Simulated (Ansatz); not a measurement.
Abridged Ansatz (an electronic-structure program) output:

```
Pseudopotential: In, paw, valence charge 13
Crystal: 2 atoms, lattice volume = 53.248 Å³
Basis set: ecut = 420 eV, 1037 PW (Γ), exchange–correlation on 60×60×60 points (8 copies of the dense FFT grid, shifted against one another)
Bands: 17, of which v1, the nominal top of the filled ones, is band 13 counted from 1 (12 counted from 0)
Symmetry: 16 space group operations
k-points: 405 of 4913
Functional: x = pbesol(κ = 0.804, μ = 0.12345679012345678), c = pbesol(β = 0.046)
SCF iter   1: F=—  HF=-11050.688324 eV  |F-HF|=—  |Δ(HF+E_count)|=         —  Δρ=2.97e-3  dr2=4.06e-3  ethr=1.77e-3  ⟨swp⟩=6.0  Hψ=34981  notcnv=0
SCF iter   2: F=—  HF=-11050.684808 eV  |F-HF|=—  |Δ(HF+E_count)|=   3.52e-3  Δρ=1.52e-3  dr2=1.23e-3  ethr=1.56e-5  ⟨swp⟩=1.8  Hψ=12986  notcnv=0
SCF 1 converged in 8 iterations: F = -11050.684353 eV  dr2 = 1.19e-10
SCF converged after 8 iterations
Free energy (F): -11050.684353 eV
Internal energy: -11050.675366 eV  (E = F + TS)
E sigma→0 (E₀):  -11050.679860 eV
Entropy (-TS):   -0.008987 eV (-4.493 meV/atom)
Fermi energy:    9.714135 eV
--- Forces (eV/Å), atoms counted from 1 ---
  atom   1  In     0.00000000     0.00000000     0.00000000
  atom   2  In    -0.00000000    -0.00000000     0.00000000
--- Stress (GPa, compression-positive) ---
        0.000483      -0.000000       0.000000
       -0.000000       0.000483       0.000000
        0.000000       0.000000       0.000378
  P = ⅓ Tr σ = 0.0004 GPa (0.004 kbar)
```

### Question
What was computed, and what are the main results?

### Answer
In, 2 atoms in the cell, with plane-wave PAW DFT at the PBEsol level (Ansatz, 420 eV), no spin-orbit coupling. The last SCF converged to F = -11050.684353 eV, or -5525.3422 eV per atom, at a pressure of 0.00 GPa. The total energy compares only with runs of the same code, potentials and settings.

Stability against distortions was not tested. The cell was made from Sn by this change: Sn → In; the result is a hypothetical phase, not in the database extracts checked.
